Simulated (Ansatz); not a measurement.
Results of r²SCAN+rVV10 (PAW; Ansatz, a first-principles code) for BN (model structure, P6₂22, No. 180, 6 atoms in the cell).

Settings: plane-wave cutoff 560 eV, 18×18×6 k mesh (along the axes of the cell as run), Fermi–Dirac smearing 0.01 eV, scalar-relativistic PAW data made under PBE.

Cell (relaxed at this level):

BN is taken in the hexagonal space group P6₂22 (No. 180), Pearson symbol hP6. Cell: a = b = 2.5979 Å, c = 5.8170 Å, α = β = 90.00°, γ = 120.00°. B on 3d is surrounded by 4 N at 1.621 Å. N on 3c is surrounded by 4 B at 1.621 Å. (Neighbours: up to the widest gap in distance over summed covalent radii, below 1.35, at either atom.)

### Question
Estimate the band gap and direct gap at Γ that the calculation returns.

### Answer

- band gap = 4.22 eV (on the SCF k mesh)
- direct gap at Γ = 7.42 eV

Note: the relaxation could raise the start's symmetry but not lower it, so the cell can be a saddle point.

A model structure was made by putting elements into a prototype or built by hand; it is no filed structure, need not be a known phase, and can be a saddle point held by its symmetry.
